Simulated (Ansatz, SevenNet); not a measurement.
**Formation enthalpy of CsCl-type RuAl: levels of theory against measurement**

Reference value: -0.644 ± 0.02 eV/atom (measured, 298 K, copied from a table, unchecked, not corrected to a static lattice; as tabulated in Wang et al. (2021), doi:10.1038/s41598-021-94550-5).

**Question.** What do SevenNet-0, PBE, PBE-D3(BJ), r²SCAN, HSE06 give, and how far is each from the reference?

**Answer.** 
```csv
level (code),value (eV/atom),difference (eV/atom)
SevenNet-0 (SevenNet),-0.691,-0.047
PBE (Ansatz),-0.639,+0.005
PBE-D3(BJ) (Ansatz),-0.672,-0.028
r²SCAN (Ansatz),-0.714,-0.070
HSE06 (Ansatz),-0.823,-0.179
```

Nearest, and too close to rank with a margin of 0.050 eV/atom (twice that across the reference) picked here for doubts on the reference and the settings, and for temperature and zero-point motion: PBE (+0.005 eV/atom), PBE-D3(BJ) (-0.028 eV/atom), SevenNet-0 (-0.047 eV/atom), r²SCAN (-0.070 eV/atom). HSE06 (-0.179 eV/atom) misses by most. Within 0.2 eV/atom: SevenNet-0, PBE, PBE-D3(BJ), r²SCAN, HSE06. Of the first-principles levels, DFT without exact exchange (PBE, PBE-D3(BJ), r²SCAN) would do here.

The measured value isn't corrected to a static lattice, so vibrations enter the comparison.  HSE06: the run has no spin polarisation, so it can have missed a magnetic state. Each level is taken at its own relaxed cell. Ansatz's density-functional and Hartree–Fock values are scalar-relativistic unless marked +SOC, with PAW data made under PBE.

Machine-learned potentials (SevenNet-0) are trained on DFT data, which may include these solids.

Differences are worked out from the printed values.

Ansatz is a quantum-chemistry and plane-wave program.
